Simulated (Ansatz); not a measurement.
A computed series for hypothetical simple cubic Mo: response to strain

The reference is Mo in the simple cubic structure (space group Pm-3m, No. 221; a hypothetical phase, not in the database extracts checked; relaxed with 0.1 eV smearing).

```
CELL_PARAMETERS angstrom
      2.60140     0.00000     0.00000
      0.00000     2.60140     0.00000
      0.00000     0.00000     2.60140
ATOMIC_POSITIONS crystal
  Mo 0.00000 0.00000 0.00000
```

Cartesian axes are those of the cell as printed.

Strains are applied to the cell and any free atomic positions relax; under biaxial strain the out-of-plane vector relaxes too.

All numbers come from PBE (Ansatz, a quantum-chemistry and plane-wave program, PAW, scalar-relativistic without spin-orbit coupling).

Notes on the quantities. energy relative to the base: free energy F; pressure: mean of the normal stresses, compression positive.

| case | energy relative to the base | shortest interatomic distance | pressure | space group |
|---|---|---|---|---|
| base | 0 meV/atom | 260.1 pm | 0.0 GPa | Pm-3m (No. 221) |
| biaxial strain +2.41 %, plane normal [111], relaxed out of plane | -119 meV/atom | 250.2 pm | 30.3 GPa | R-3m (No. 166) |
| isotropic strain +1.04 % | +9.9 meV/atom | 262.8 pm | -5.5 GPa | Pm-3m (No. 221) |
| uniaxial strain ε_xx = −4.97 % | +63 meV/atom | 247.2 pm | 11.7 GPa | P4/mmm (No. 123) |
| uniaxial strain ε_xx = −1.92 % | +8.7 meV/atom | 255.1 pm | 4.0 GPa | P4/mmm (No. 123) |
| uniaxial strain ε_yy = −1.88 % | +8.3 meV/atom | 255.2 pm | 3.9 GPa | P4/mmm (No. 123) |
| uniaxial strain ε_yy = +2.79 % | +16 meV/atom | 260.1 pm | -4.7 GPa | P4/mmm (No. 123) |

Whether these cells are dynamically stable was not tested. The final runs are not spin-polarised. Under biaxial strain +2.41 %, plane normal [111], relaxed out of plane the cell ends below the base's energy or with stress of the wrong sign: the atoms slid into a distortion or the cell is elastically unstable, so the base is not a stable minimum at this level.
